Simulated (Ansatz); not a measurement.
Ansatz (a quantum-chemistry and plane-wave program), DFT, PBE, plane waves, its default PAW files: Au(111) slab of 4 layers, 4x4, atoms displaced (Au64), unrelaxed, 64 atoms. Basis and mesh were picked for this test and aren't claimed converged.

```
Quantity                                                   Result
-----------------------------  ----------------------------------
cell                           11.53, 11.53, 21.06 Å; 90, 90, 60°
distance to the nearest atom                       2.75 to 2.88 Å
task                                                 single point
k mesh                                                      3×3×1
hamiltonian.xc                                                pbe
kind of files                                                 paw
scf.occupations.method                                fermi_dirac
scf.occupations.width                                      0.1 eV
output.forces                                                true
memory maximum (--max-ram)                                 600GiB
accuracy                                         medium (default)
basis.precision                                    auto (default)
basis.xc_grid                                         2 (default)
scf.eigensolver.kind                               auto (default)
scf.mixing.algorithm                               auto (default)
scf.mixing.preconditioner                          auto (default)
scf.convergence.dr2_threshold                     1e-07 (default)
scf.lower_state_search                            light (default)
k-points after symmetry                                         5
bands at the start                                            672
electrons                                                    1216
plane waves at Γ                                            47309
cutoff (eV)                                                   420
FFT grid                                                80×80×144
symmetry operations                                             1
```

Machine: one whole node with four NVIDIA GB200 cards and two Grace (Neoverse V2) sockets of 72 cores, of which 136 in all may be used; each card has its host threads on the socket beside it.

Times are medians of repeated runs, from launch to exit, start-up of the cards included. No other job ran on the node; its own services took about 4 cores, and under one core (or 1.5 %) of those that a run was pinned to. Processes are pinned to neighbouring cores unless said otherwise. The times hold for this build (release build for Arm (Neoverse V2), with CUDA, one process with threads). Scratch files lie in a memory file system.

Ways to run it, which agree within 1.0 meV/atom in energy, 10 meV/Å in forces (largest component):
- 1 card, 8 host threads
- 1 card, 4 host threads
- 68 CPU threads, no card
- 1 card, 16 host threads
- 2 cards, 64 host threads
- 136 CPU threads, no card
- 1 card, 32 host threads
- 4 cards, 128 host threads

Rank these ways by time: what do one card, more cards and fewer host threads bring?

Soonest: 1 card, 32 host threads, 2.7 s. Against it these are level within 8 % or the scatter of repeats: 1 card, 16 host threads; 1 card, 8 host threads; 1 card, 4 host threads; 2 cards, 64 host threads. One card with 32 host threads against the best run on cores (136 CPU threads, no card, 24 s): 9.0× as fast. The job has 5 k-points to share out. 2 cards against one: level within 8 % or the scatter of repeats. 4 cards against one: 1.8× as long. Of the one-card time only 1.7 s lie in the program's phases; launch, set-up ahead of the first cycle and exit take 0.90 s. With 4 host threads in place of 32: level within 8 % or the scatter of repeats.

| way | wall time | in the phases | repeats | SCF iterations |
|---|---|---|---|---|
| 1 card, 32 host threads | 2.7 s | 1.7 s | 5 runs within 22 % | 8 |
| 1 card, 16 host threads | 2.7 s | 1.7 s | 5 runs within 5 % | 8 |
| 1 card, 8 host threads | 2.7 s | 1.7 s | 5 runs within 8 % | 8 |
| 1 card, 4 host threads | 2.9 s | 1.8 s | 5 runs within 4 % | 8 |
| 2 cards, 64 host threads | 3.0 s | 1.2 s | 5 runs within 12 % | 8 |
| 4 cards, 128 host threads | 4.9 s | 1.1 s | 3 runs within 1 % | 8 |
| 136 CPU threads, no card | 24 s | 23 s | 3 runs within 3 % | 8 |
| 68 CPU threads, no card | 29 s | 28 s | 3 runs within 3 % | 8 |

Keys are those of Ansatz 0.2.
